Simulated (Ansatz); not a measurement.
The reference is BN in the wurtzite structure (space group P6_3mc, No. 186; a = 2.523 Å, c = 4.175 Å).

Level of theory: Ansatz (a program for electronic structure) LDA, without spin-orbit coupling.

One change was made to it. Results:

The electron mass changes from 0.30 mₑ along c, 0.50 mₑ across (at K) to 0.29 mₑ along c, 0.48 mₑ across (at K); the lattice parameter a shrinks by 5.56 pm (252.3 pm → 246.8 pm).

What was done to the base?
(A) pressure −1 GPa
(B) pressure 0.9 GPa
(C) pressure 4.5 GPa
(D) pressure 30 GPa

D, pressure 30 GPa. For comparison, the electron mass in the other runs: pressure −1 GPa gives 0.30 mₑ along c, 0.50 mₑ across (at K); pressure 0.9 GPa gives 0.30 mₑ along c, 0.49 mₑ across (at K); pressure 4.5 GPa gives 0.30 mₑ along c, 0.49 mₑ across (at K).

The levels and masses belong to the bands next to the band gap. Load acts through the strain it causes; cell and atoms are relaxed under it. Masses are band curvatures over ±0.01 Å⁻¹ around the edge. Stability against distortions was not tested. No other phases were tried under pressure.
